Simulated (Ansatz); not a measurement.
Cr on the Si site in 3C silicon carbide: one set of geometries, relaxed with PBE, evaluated in Ansatz (PAW, plane waves to 420 eV, 500 eV under r2SCAN) with PBE, r2SCAN.

Set-up: 64-site cell; 2×2×2 shifted k-points; start: the Si site; charged states image-corrected; no Hubbard U; finite-size errors of tenths of an eV; flagged in the runs: a doubtful potential alignment.

```csv
quantity,PBE,r2SCAN
host gap (eV),1.37,1.72
ε(+1/0) above the VBM (eV),0.25,not settled
largest moment on one atom at charge +1 (μB),0.89,1.00
"neutral formation energy against bcc Cr, antiferromagnetic, silicon (eV)",2.48,2.30
largest moment on one atom at charge 0 (μB),1.61,1.72
```

PBE narrows the gap by 0.35 eV against r2SCAN, the highest level run.

Ansatz is a program for electronic structure.
